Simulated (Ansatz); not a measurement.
System: cubic perovskite CsCdCl3. Method: PBEsol (PAW; Ansatz, a first-principles code).

Run with plane-wave cutoff 520 eV, 8×8×8 k mesh, Fermi–Dirac smearing 0.01 eV, scalar-relativistic PAW data made under PBE.

Computed points:

```csv
V (Å³/atom),E − E_lowest (meV/atom),P (GPa)
26.480,12.70,2.562
27.043,5.41,1.603
27.607,1.30,0.753
28.170,0.00,-0.001
28.734,1.20,-0.670
29.297,4.62,-1.263
29.860,10.01,-1.788
```

Q: Estimate the bulk modulus from the pressures at 27.607 and 28.734 Å³/atom, and compare it with a fit to all energies.

A: B = −V dP/dV. Between V = 27.607 and 28.734 Å³/atom, dP/dV = (-0.670 − (0.753))/(28.734 − 27.607) = -1.26 GPa per Å³/atom; at the midpoint 28.171 Å³/atom this gives B ≈ 35.6 GPa. The third-order Birch–Murnaghan fit gives V0 = 28.169 Å³/atom, B0 = 35.5 GPa, B′ = 5.0, which lies within 1 % of that estimate.

Spin–orbit coupling is not included.

Static lattice: no zero-point or thermal effects.
